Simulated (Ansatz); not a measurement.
BaTiO3: stress against strain

BaTiO3 (cubic perovskite, Pm-3m, 12.513 Å³/atom at rest) under an equal strain ε in the (111) plane with the normal axis free, as in a coherent film. PBEsol in Ansatz, a plane-wave DFT program (PAW, default set), 420 eV, 8×8×8 Γ-centred mesh, Fermi-Dirac smearing 0.05 eV; ions are relaxed within the symmetry of each cell. Stress is positive for a compressed cell.

Here s stands for strain and y for stress xx.

| strain (%) | stress xx (GPa) |
|---|---|
| -2.50 | ? |
| -1.00 | 4.05 |
| -0.50 | 1.99 |
| 0.00 | -0.01 |
| 0.50 | -1.92 |
| 1.00 | -3.77 |

Taking a straight line for y over the 5 complete rows: Means: s 0, y 0.068. About the means, the sum of products is -9.7750 and the sum of squares of s is 2.5000; the slope is their ratio. Least squares gives y = 0.068 - 3.9100·s. Residuals (row less fit): 0.072, -0.033, -0.078, -0.033, 0.072; standard error 0.079 (degrees of freedom: 3). The slope gives the biaxial elastic modulus of this plane = 391 ± 5 GPa.

**Question.** Estimate the missing y (s = -2.50); what did the run itself give?

**Answer.** y = 0.068 - 3.9100 × (-2.5) = 9.843 GPa. The calculation gives 10.70 GPa, 0.857 GPa above the prediction (5.9 % of the range of y in the table). The row lies outside the fitted rows, so this is an extrapolation. From the scatter of the fitted rows alone, a prediction at this place has a standard error of 0.152 GPa, so the miss is 5.6 times that.

One order more, fitted to all 11 runs of the series, follows each within 0.01, so the miss is the next term of a smooth law. The primitive cell can neither tilt nor turn polar against its symmetry, as such crystals can under strain. BaTiO3 is here the ideal cubic form; the compound distorts at low or room temperature. Rows are the converged runs of the series near zero and its far end; series whose fitted rows scatter by over a few per cent of the range, as at a crossing or softening among them, aren't shown in this form. Most that stay on the fit to the last digits aren't either.
